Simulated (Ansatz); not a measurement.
The cell is built on a prototype and need not be the phase stable at ambient conditions.

By PBEsol, the system below comes out a metal.

The ballistic (Sharvin) conductance counts the channels at the Fermi level: G/A = (e²/h) × channels of both spins per area.

Data:

```
AuIn2
1.0
    5.91591     0.00000     0.00000
    0.00000     8.36637     0.00000
    2.95796     4.18318     2.95796
In Au
4 2
Direct
  0.75000   0.62500   0.50000
  0.25000   0.12500   0.00000
  0.75000   0.12500   0.00000
  0.25000   0.12500   0.50000
  0.50000   0.75000   0.00000
  0.00000   0.50000   0.00000
```

Space group of this cell: Fd-3m, cubic Laves (MgCu2 type). The cell was relaxed by PBE-D3(BJ); by PBEsol its mean pressure is -1.3 GPa.

The current flows along the normal of the first two printed cell vectors. No spin-orbit coupling; the value is a mean over 0.1 eV about the Fermi level.

Estimate the ballistic conductance per area that PBEsol in Ansatz (a program for electronic structure) returns for this system.

0.66 × 10¹⁵ S/m² for both spins.
